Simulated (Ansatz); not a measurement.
**What P interstitial (started 2.56 Å from the nearest host atom), symmetric start does to InP**

Consider an 8-atom supercell of InP in the zinc blende structure (space group F-43m, No. 216; a = 5.907 Å) at its relaxed geometry.

It is then changed as follows: a neutral P interstitial (started 2.56 Å from the nearest host atom), symmetric start, atoms relaxed at fixed cell.

All numbers come from r2SCAN, PAW, 500 eV (Ansatz, a first-principles code; no SOC). Settings: 4×4×4 k-points, 0.01 eV Fermi–Dirac smearing.

```json
{
  "pressure": "7.0 GPa (base 0.0 GPa)",
  "largest_displacement_of_a_host_atom_from_its_site_in_the_perfect_cell": "0.00 Å",
  "final_site_of_the_added_atom": "4 P at 2.56 Å and 6 In at 2.95 Å"
}
```

Final structure:

```yaml
crystal:
  lattice:
    - [-5.90701, 0.00000, 0.00000]
    - [0.00000, 0.00000, 5.90701]
    - [0.00000, 5.90701, 0.00000]
  atoms:
    - { symbol: P, position: [0.25043, 0.74957, 0.75043] }
    - { symbol: P, position: [0.74957, 0.74957, 0.24957] }
    - { symbol: P, position: [0.74957, 0.25043, 0.75043] }
    - { symbol: P, position: [0.25043, 0.25043, 0.24957] }
    - { symbol: In, position: [0.00000, 0.00000, 0.00000] }
    - { symbol: In, position: [0.50000, 0.00000, 0.50000] }
    - { symbol: In, position: [0.50000, 0.50000, 0.00000] }
    - { symbol: In, position: [0.00000, 0.50000, 0.50000] }
    - { symbol: P, position: [0.00000, 0.00000, 0.50000] }
```

Other magnetic orders, which the real material may have, were not ruled out. The cell is small, so the values are those of an ordered compound at a high defect concentration; dilute-limit values will differ. A case with no gap was solved on a k-mesh chosen for an insulator, which is coarse for it. The defect started on the symmetric site and kept its symmetry, so it may sit on a saddle. The defect cell is spin-polarised and ends with 0.8 μB, a fractional moment that hangs on the mesh and smearing.
